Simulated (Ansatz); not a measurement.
# A computed series for YN: pressure series

Consider YN in the rock salt structure (space group Fm-3m, No. 225).

```xyz
2
Lattice="0.0000 2.4530 2.4530 2.4530 0.0000 2.4530 2.4530 2.4530 0.0000" Properties=species:S:1:pos:R:3 pbc="T T T"
N      0.0000     0.0000     0.0000
Y      2.4530     2.4530     2.4530
```

Cell and atoms are relaxed at each pressure.

Method: PBE, PAW, 420 eV (Ansatz, a program for electronic structure; scalar-relativistic without spin-orbit coupling), earlier PAW set.

```json
[
 {"P (GPa)": "-2.00", "V (Å³/atom)": "14.952"},
 {"P (GPa)": "-1.00", "V (Å³/atom)": "14.855"},
 {"P (GPa)": "0.30", "V (Å³/atom)": "14.733"},
 {"P (GPa)": "0.69", "V (Å³/atom)": "14.697"},
 {"P (GPa)": "1.48", "V (Å³/atom)": "14.626"},
 {"P (GPa)": "2.98", "V (Å³/atom)": "14.497"},
 {"P (GPa)": "5.00", "V (Å³/atom)": "14.331"},
 {"P (GPa)": "7.50", "V (Å³/atom)": "14.139"},
 {"P (GPa)": "10.00", "V (Å³/atom)": "13.959"}
]
```

### Question
Fit a third-order Birch–Murnaghan equation of state.

### Answer
Least squares on P(V) = (3B₀/2)[(V₀/V)^(7/3) − (V₀/V)^(5/3)]·[1 + (3/4)(B₀′ − 4)((V₀/V)^(2/3) − 1)] gives V₀ = 14.76 Å³/atom, B₀ = 159 GPa and B₀′ = 4.2.

Between the base and pressure 10 GPa the gap moves from 0.21 eV to 0.11 eV, a mean slope of -10 meV/GPa.

Load acts through the strain it causes; cell and atoms are relaxed under it. Stability against distortions was not tested. No other phases were tried under pressure. The zero or small gap of YN can change with the level of theory.
